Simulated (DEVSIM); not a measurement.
Structure: Al/SiON/n-Ge capacitor, at 300 K.

```csv
layer (left to right),material,thickness (nm),Nd (cm⁻³)
1,SiON,6.50,-
2,Ge,4300,1.9e16
```

Metal gate on the left, work function 4.1 eV. Fixed charge at the semiconductor interface 2.6e12 cm⁻² (in units of +e); no interface traps.

Constants are typed, rounded textbook-type inputs, not results; the design itself was drawn at random and stands for no fabricated device. Values at 300 K.

```
parameter      SiON       Ge
-------------  ----  -------
gap (eV)          7    0.664
affinity (eV)   1.4        4
permittivity    5.5       16
Nc (cm⁻³)         -  1.04e19
Nv (cm⁻³)         -     6e18
```

Simulated with DEVSIM: 1D Poisson equation in equilibrium, Boltzmann statistics, complete ionisation; no quantum confinement or tunnelling. Metal contacts follow the ideal Schottky-Mott rule: no Fermi-level pinning, no interface dipoles.

**Question.** Tabulate band edges, carrier densities and field at -0.9 V on the gate.

**Answer.** Energies count from the Fermi level of the right contact; mesh points crowd at the junctions.

| x (μm) | Ec (eV) | Ev (eV) | n (cm⁻³) | p (cm⁻³) | field (V/cm) |
|---|---|---|---|---|---|
| 0.000 | 3.600 | -3.400 | < 1e2 | < 1e2 | -940000 |
| 0.001243 | 3.483 | -3.517 | < 1e2 | < 1e2 | -940000 |
| 0.003217 | 3.297 | -3.703 | < 1e2 | < 1e2 | -940000 |
| 0.005237 | 3.107 | -3.893 | < 1e2 | < 1e2 | -940000 |
| 0.006762 | 0.388 | -0.276 | 3.1e12 | 1.4e14 | -29000 |
| 0.008547 | 0.383 | -0.281 | 3.8e12 | 1.1e14 | -29000 |
| 0.01233 | 0.372 | -0.292 | 5.8e12 | 7.5e13 | -28000 |
| 0.02602 | 0.336 | -0.328 | 2.4e13 | 1.8e13 | -25000 |
| 0.05042 | 0.281 | -0.383 | 2.0e14 | 2.2e12 | -20000 |
| 0.1070 | 0.201 | -0.463 | 4.4e15 | 9.9e10 | -8800 |
| 0.2269 | 0.165 | -0.499 | 1.8e16 | 2.4e10 | -430 |
| 0.6606 | 0.163 | -0.501 | 1.9e16 | 2.3e10 | ≈ 0 |
| 1.434 | 0.163 | -0.501 | 1.9e16 | 2.3e10 | ≈ 0 |
| 2.826 | 0.163 | -0.501 | 1.9e16 | 2.3e10 | ≈ 0 |
| 3.789 | 0.163 | -0.501 | 1.9e16 | 2.3e10 | ≈ 0 |
| 4.078 | 0.163 | -0.501 | 1.9e16 | 2.3e10 | ≈ 0 |
| 4.202 | 0.163 | -0.501 | 1.9e16 | 2.3e10 | ≈ 0 |
| 4.261 | 0.163 | -0.501 | 1.9e16 | 2.3e10 | ≈ 0 |
| 4.291 | 0.163 | -0.501 | 1.9e16 | 2.3e10 | ≈ 0 |
| 4.300 | 0.163 | -0.501 | 1.9e16 | 2.3e10 | ≈ 0 |
| 4.304 | 0.163 | -0.501 | 1.9e16 | 2.3e10 | ≈ 0 |
| 4.306 | 0.163 | -0.501 | 1.9e16 | 2.3e10 | ≈ 0 |
